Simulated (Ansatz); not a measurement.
Base system: TiO2 in the rutile structure (space group P4_2/mnm, No. 136; a = 4.591 Å, c = 2.939 Å). Axes: x, y, z lie along a, b, c of the conventional cell.

Computed with PBEsol in Ansatz (plane waves to 420 eV, PAW, no spin-orbit coupling).

Strains are applied to the cell and any free atomic positions relax.

One change was made to it. Results:

```tsv
quantity	base	after
energy relative to the base (free energy F)	0 meV/atom	+15 meV/atom
electron mass	0.54 mₑ along c, 1.1 mₑ across (at Γ)	0.50 mₑ along z, 1.0 mₑ across (at Γ)
pressure (mean of the normal stresses, compression positive)	0.00 GPa	8.91 GPa
```

Which change produced these results?
(A) uniaxial strain ε_zz = −1.20 %
(B) uniaxial strain ε_zz = −3.00 %
(C) uniaxial strain ε_zz = −2.40 %
(D) uniaxial strain ε_zz = −1.80 %

B, uniaxial strain ε_zz = −3.00 %. For comparison, the energy relative to the base in the other runs: uniaxial strain ε_zz = −1.80 % gives +5.4 meV/atom; uniaxial strain ε_zz = −2.40 % gives +9.7 meV/atom; uniaxial strain ε_zz = −1.20 % gives +2.4 meV/atom.

The levels and masses belong to the bands next to the band gap. Masses are band curvatures over ±0.01 Å⁻¹ around the edge. Whether these cells are dynamically stable was not tested. All final runs are without spin polarisation.

Ansatz is an electronic-structure program.
